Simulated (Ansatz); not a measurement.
MgS (P6₃mc, No. 186, 4 atoms in the cell; start mp-1185942; a measured phase of this formula has another space group) was calculated with G0W0@PBEsol (hard PAW, contour deformation, complete-basis limit; Ansatz, an electronic-structure program).

Numerical settings: largest k mesh 9×9×4 (not extrapolated in the mesh).

Cell (relaxed with PBEsol):

```yaml
crystal:
  lattice:
    - [4.02834, 0.00000, 0.00000]
    - [-2.01417, 3.48864, 0.00000]
    - [0.00000, 0.00000, 6.41598]
  atoms:
    - { symbol: Mg, position: [0.66667, 0.33333, 0.49630] }
    - { symbol: Mg, position: [0.33333, 0.66667, 0.99630] }
    - { symbol: S, position: [0.33333, 0.66667, 0.37869] }
    - { symbol: S, position: [0.66667, 0.33333, 0.87869] }
```

**Question.** Predict the band gap.

**Answer.** 
- band gap = 5.09 eV (direct)

Note: the gap holds a correction of +0.19 eV to the complete basis.

Computed values are for the static lattice.

A start named mp-… is a Materials Project structure, which need not be a measured phase.
